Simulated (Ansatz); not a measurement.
The structure below was relaxed with PBEsol/PAW in Ansatz (a program for electronic structure), no spin-orbit coupling, at pressure −2 GPa.

Space group Fm-3m (No. 225); a = 5.975 Å, b = 5.975 Å, c = 5.975 Å, α = 90.00°, β = 90.00°, γ = 90.00°

```tsv
atom	site	symmetry	x	y	z
S	4a	m-3m	0.0000	0.0000	0.0000
Pb	4b	m-3m	0.5000	0.5000	0.5000
```

Question: Write out a cell with all atoms.

Answer: 
```cif
data_Pb4S4
_chemical_formula_sum 'S4 Pb4'
_space_group_name_H-M_alt 'P 1'
_space_group_IT_number 1
_cell_length_a 5.97469
_cell_length_b 5.97469
_cell_length_c 5.97469
_cell_angle_alpha 90.000
_cell_angle_beta 90.000
_cell_angle_gamma 90.000
loop_
_space_group_symop_operation_xyz
  'x, y, z'
loop_
_atom_site_label
_atom_site_type_symbol
_atom_site_fract_x
_atom_site_fract_y
_atom_site_fract_z
_atom_site_occupancy
S1 S 0.00000 0.00000 0.00000 1
Pb1 Pb 0.50000 0.00000 0.00000 1
S2 S 0.00000 0.50000 0.50000 1
Pb2 Pb 0.50000 0.50000 0.50000 1
S3 S 0.50000 0.00000 0.50000 1
Pb3 Pb 0.00000 0.00000 0.50000 1
S4 S 0.50000 0.50000 0.00000 1
Pb4 Pb 0.00000 0.50000 0.00000 1
```
This is the conventional cell.

Load acts through the strain it causes; cell and atoms are relaxed under it. No phonon test of stability was made. The cell was made from PbS in the rock salt structure (space group Fm-3m, No. 225) by this change: pressure −2 GPa.
